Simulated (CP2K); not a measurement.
A self-consistent single point of SrMg5 (P-6m2, 6 atoms in the cell) with CP2K.

Method: PBEsol, GPW, TZVP-MOLOPT-SR-GTH basis, GTH-PBE potentials (GTH_POTENTIALS) (CP2K 2026.2).

The change in words: lattice scaled by 0.98. Reference geometry:
```yaml
crystal:
  lattice:
    - [3.52198, 0.00000, 0.00000]
    - [-1.76099, 3.05012, 0.00000]
    - [0.00000, 0.00000, 15.37719]
  atoms:
    - { symbol: Sr, position: [0.66667, 0.33333, 0.00000] }
    - { symbol: Mg, position: [0.00000, 0.00000, 0.80719] }
    - { symbol: Mg, position: [0.00000, 0.00000, 0.19281] }
    - { symbol: Mg, position: [0.66667, 0.33333, 0.65411] }
    - { symbol: Mg, position: [0.66667, 0.33333, 0.34589] }
    - { symbol: Mg, position: [0.00000, 0.00000, 0.50000] }
```

Reference input (self-consistent single point, DFT PBEsol, GPW, TZVP-MOLOPT-SR-GTH basis, GTH-PBE potentials (GTH_POTENTIALS)): CUTOFF = 500 Ry; REL_CUTOFF = 40 Ry; SMEAR/METHOD = GAUSSIAN; SIGMA = 0.136 eV; KPOINTS/SCHEME = MONKHORST-PACK 7 7 2; GAMMA_CENTERED = T; XC_FUNCTIONAL = PBE:PBESOL; Sr/BASIS_SET = TZVP-MOLOPT-SR-GTH-q10; Sr/POTENTIAL = GTH-PBE-q10; Mg/BASIS_SET = TZVP-MOLOPT-SR-GTH-q2; Mg/POTENTIAL = GTH-PBE-q2; METHOD = GPW. This run's input differs from it in these lines:

```diff
@@ -67,5 +67,5 @@
     &CELL
-      A 3.52198000 0.00000000 0.00000000
-      B -1.76099000 3.05012400 0.00000000
-      C 0.00000000 0.00000000 15.37719000
+      A 3.45154000 0.00000000 0.00000000
+      B -1.72577000 2.98912200 0.00000000
+      C 0.00000000 0.00000000 15.06964600
       PERIODIC XYZ
```

The program printed (abridged):

```
 SCF WAVEFUNCTION OPTIMIZATION

  Step     Update method      Time    Convergence         Total energy    Change
     1 NoMix/Diag. 0.20E+00      -     0.97530383       -35.6140815059 -3.56E+01
     2 Broy./Diag. 0.20E+00      -     0.22579765       -34.9194120821  6.95E-01
     3 Broy./Diag. 0.20E+00      -     0.12066125       -35.0977433462 -1.78E-01
     4 Broy./Diag. 0.20E+00      -     0.03760894       -35.0928750602  4.87E-03
     5 Broy./Diag. 0.20E+00      -     0.03969966       -35.0674245220  2.55E-02
     6 Broy./Diag. 0.20E+00      -     0.01301263       -35.0605036337  6.92E-03
   [... 10 lines left out ...]
    17 Broy./Diag. 0.20E+00      -     0.00000218       -35.0048097016 -9.77E-07
    18 Broy./Diag. 0.20E+00      -     0.00000424       -35.0048081896  1.51E-06
    19 Broy./Diag. 0.20E+00      -     0.00000165       -35.0048082017 -1.20E-08
    20 Broy./Diag. 0.20E+00      -     0.00000098       -35.0048103011 -2.10E-06
  *** SCF run converged in    20 steps ***

  Overlap energy of the core charge distribution:               0.00000000001262
  Self energy of the core charge distribution:                -68.54840568553446
  Core Hamiltonian energy:                                     15.40227106608831
  Hartree energy:                                              24.58951401049362
  Exchange-correlation energy:                                 -6.44731236646034
  Smearing free energy correction:                             -0.00087732384211
  Fermi energy:                                                 0.14154787285139

  Total energy:                                               -35.00481030111425
  Total energy (extrapolated to sigma->0):                    -35.00437163919320

                     Mulliken Population Analysis

   [... lines left out ...]

 STRESS| Analytical stress tensor [bar]
 STRESS|                        x                   y                   z
 STRESS|      x        1.08862467488E+04  -4.75762168093E-01   2.94431445125E-06
 STRESS|      y       -4.75762168093E-01   1.08618409452E+04  -8.97466125111E-02
 STRESS|      z        2.94431445125E-06  -8.97466125111E-02   5.41913033135E+04
 STRESS| 1/3 Trace                                             2.53131303359E+04
```

The run converged in 20 iterations. Against the reference run the free energy goes up by 16.0 meV/atom, the pressure goes from 0.72 to 2.53 GPa and the largest force goes from 0.323 to 0.351 eV/Å.

The starting cell comes from a database of computed structures (which also holds hypothetical and non-ambient phases and stackings), without a prior relaxation at this level. For this run, on top of that: lattice scaled by 0.98. Values carry the incompleteness of an atom-centred basis. The potentials were made for another functional than the one used.
